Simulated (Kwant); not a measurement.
System: In0.53Ga0.47As/In0.52Al0.48As stack with 1 barrier. One parabolic valley. Leads of mass 0.041 mₑ with the band edge at 0; grid 0.1 nm; bias 0 V, dropping linearly over the stack.

```
layer  thickness (nm)  band offset (eV)  mass (mₑ)
-----  --------------  ----------------  ---------
1                 4.7              0.52      0.075
```

Constants are typed, rounded textbook-type inputs, not results; the design itself was drawn at random and stands for no fabricated device.

Model: one-band effective-mass tight-binding model in one dimension, coherent, no space charge (Kwant).

```tsv
E (eV)	A	B	C
0.002600	1.1e-5	0.00051	0.00016
0.02228	0.00010	0.0044	0.0015
0.05180	0.00027	0.010	0.0039
0.07148	0.00041	0.014	0.0058
0.1010	0.00067	0.021	0.0096
0.1305	0.0010	0.028	0.015
0.1502	0.0013	0.032	0.019
0.1797	0.0018	0.040	0.028
0.2092	0.0025	0.048	0.040
0.2289	0.0031	0.054	0.051
0.2585	0.0043	0.064	0.073
0.2880	0.0059	0.075	0.11
0.3077	0.0073	0.083	0.14
0.3372	0.010	0.095	0.20
0.3667	0.014	0.11	0.29
0.3864	0.017	0.12	0.37
0.4159	0.024	0.14	0.52
0.4454	0.034	0.16	0.69
```

Problem. Column A is the base. The others each differ by one change: height of the first barrier 0.52 → 0.31 eV; thickness of the first barrier 4.7 → 2.8 nm. Which is which?

Solution. B: thickness of the first barrier 4.7 → 2.8 nm; C: height of the first barrier 0.52 → 0.31 eV.
